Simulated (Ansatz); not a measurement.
SnO2 (P4₂/mnm, No. 136, 6 atoms in the cell; start mp-550172) was calculated with r²SCAN+rVV10 (Ansatz, a first-principles code, PAW).

Input file:

Ansatz 0.2 input:
```yaml
crystal:
  lattice:
    - [4.7443445549, 0.0, 0.0]
    - [0.0, 4.7452523541, 0.0]
    - [0.0, 0.0, 3.1985197201]
  atoms:
    - { symbol: Sn, position: [0.5, 0.5, 0.5] }
    - { symbol: Sn, position: [0.0, 0.0, 0.0] }
    - { symbol: O, position: [0.305722297, 0.3057885517, 0.0] }
    - { symbol: O, position: [0.694277703, 0.6942114483, 0.0] }
    - { symbol: O, position: [0.805722297, 0.1942114483, 0.5] }
    - { symbol: O, position: [0.194277703, 0.8057885517, 0.5] }
basis:
  ecutwfc: 560
  ecutrho_ratio: 4
  xc_grid: 3
kpoints:
  mp_grid: { grid: [8, 8, 10] }
  band_path:
    path:
      - [0.0, 0.0, 0.0]
      - [0.0, 0.083341, 0.0]
      - [0.0, 0.166683, 0.0]
      - [0.0, 0.250024, 0.0]
      - [0.0, 0.333365, 0.0]
      - [0.0, 0.416707, 0.0]
      - [0.0, 0.500048, 0.0]
      - [0.083325, 0.500048, 0.0]
      - [0.166651, 0.500048, 0.0]
      - [0.249976, 0.500048, 0.0]
      - [0.333301, 0.500048, 0.0]
      - [0.416627, 0.500048, 0.0]
      - [0.499952, 0.500048, 0.0]
      - [0.444402, 0.444487, 0.0]
      - [0.388852, 0.388926, 0.0]
      - [0.333301, 0.333365, 0.0]
      - [0.277751, 0.277804, 0.0]
      - [0.222201, 0.222243, 0.0]
      - [0.166651, 0.166683, 0.0]
      - [0.1111, 0.111122, 0.0]
      - [0.05555, 0.055561, 0.0]
      - [0.0, 0.0, 0.055556]
      - [0.0, 0.0, 0.111111]
      - [0.0, 0.0, 0.166667]
      - [0.0, 0.0, 0.222222]
      - [0.0, 0.0, 0.277778]
      - [0.0, 0.0, 0.333333]
      - [0.0, 0.0, 0.388889]
      - [0.0, 0.0, 0.444444]
      - [0.0, 0.0, 0.5]
      - [0.0, 0.083341, 0.5]
      - [0.0, 0.166683, 0.5]
      - [0.0, 0.250024, 0.5]
      - [0.0, 0.333365, 0.5]
      - [0.0, 0.416707, 0.5]
      - [0.0, 0.500048, 0.5]
      - [0.083325, 0.500048, 0.5]
      - [0.166651, 0.500048, 0.5]
      - [0.249976, 0.500048, 0.5]
      - [0.333301, 0.500048, 0.5]
      - [0.416627, 0.500048, 0.5]
      - [0.499952, 0.500048, 0.5]
      - [0.444402, 0.444487, 0.5]
      - [0.388852, 0.388926, 0.5]
      - [0.333301, 0.333365, 0.5]
      - [0.277751, 0.277804, 0.5]
      - [0.222201, 0.222243, 0.5]
      - [0.166651, 0.166683, 0.5]
      - [0.1111, 0.111122, 0.5]
      - [0.05555, 0.055561, 0.5]
      - [0.0, 0.500048, 0.055556]
      - [0.0, 0.500048, 0.111111]
      - [0.0, 0.500048, 0.166667]
      - [0.0, 0.500048, 0.222222]
      - [0.0, 0.500048, 0.277778]
      - [0.0, 0.500048, 0.333333]
      - [0.0, 0.500048, 0.388889]
      - [0.0, 0.500048, 0.444444]
      - [0.499952, 0.500048, 0.055556]
      - [0.499952, 0.500048, 0.111111]
      - [0.499952, 0.500048, 0.166667]
      - [0.499952, 0.500048, 0.222222]
      - [0.499952, 0.500048, 0.277778]
      - [0.499952, 0.500048, 0.333333]
      - [0.499952, 0.500048, 0.388889]
      - [0.499952, 0.500048, 0.444444]
    npoints: 1
hamiltonian:
  xc: r2scan
  dispersion: rvv10
  pseudopotentials: { kind: paw }
scf:
  occupations: { method: fermi_dirac, width: 0.01 }
  convergence: { dr2_threshold: 0.0000000006 }
output:
  forces: true
  stress: true
  eigenvalues: true
  write_bands: true
```

Excerpt of the program's output:

```
Crystal: 6 atoms, lattice volume = 72.009 Å³
Basis set: ecut = 560 eV, 2137 PW (Γ), exchange–correlation on 120×120×75 points (27 copies of the dense FFT grid, shifted against one another)
Bands: 32, of which v1, the nominal top of the filled ones, is band 26 counted from 1 (25 counted from 0)
Symmetry: 8 space group operations
Space group: Pnnm (ITA 58), of the structure as read, at distance tolerance 4.2e-5 Å
k-points: 150 of 640
Functional: x = r2scan, c = r2scan + rvv10(b = 11.95, C = 0.0093); τ floored in thin density (d = 2e-4 eV/Å³)
SCF iter   1: F=—  HF=-14347.525158 eV  |F-HF|=—  |Δ(HF+E_count)|=         —  Δρ=9.28e-3  dr2=3.79e-2  dr2_τ=2.56e-1
SCF iter   2: F=—  HF=-14347.634845 eV  |F-HF|=—  |Δ(HF+E_count)|=   1.10e-1  Δρ=5.96e-3  dr2=1.45e-2  dr2_τ=5.68e-4
  ...
SCF iter   8: F=—  HF=-14347.633563 eV  |F-HF|=—  |Δ(HF+E_count)|=   1.33e-9  Δρ=1.16e-6  dr2=9.70e-10  dr2_τ=5.96e-11
SCF iter   9: F=-14347.633563 eV  HF=-14347.633563 eV  |F-HF|=0.00e0  |Δ(HF+E_count)|=  6.55e-11  Δρ=1.26e-7  dr2=9.54e-12  dr2_τ=4.18e-13
SCF 1 converged in 9 iterations: F = -14347.633563 eV  dr2 = 9.54e-12
SCF converged after 9 iterations
Free energy (F): -14347.633563 eV
Internal energy: -14347.633563 eV  (E = F + TS)
E sigma→0 (E₀):  -14347.633563 eV
Fermi energy:    9.879082 eV
--- Forces (eV/Å), atoms counted from 1 ---
  atom   1  Sn     0.00000000     0.00000000     0.00000000
  atom   2  Sn     0.00000000     0.00000000     0.00000000
  atom   3  O      0.00003029     0.00000905     0.00000000
  atom   4  O     -0.00003029    -0.00000905     0.00000000
  atom   5  O      0.00003029    -0.00000905     0.00000000
  atom   6  O     -0.00003029     0.00000905     0.00000000
--- Stress (GPa, compression-positive) ---
        0.009388       0.000000       0.000000
        0.000000      -0.004776       0.000000
        0.000000       0.000000       0.002386
  P = ⅓ Tr σ = 0.0023 GPa (0.023 kbar)
```

The PAW data were made under PBE.

A start named mp-… is a Materials Project structure, which need not be a measured phase.
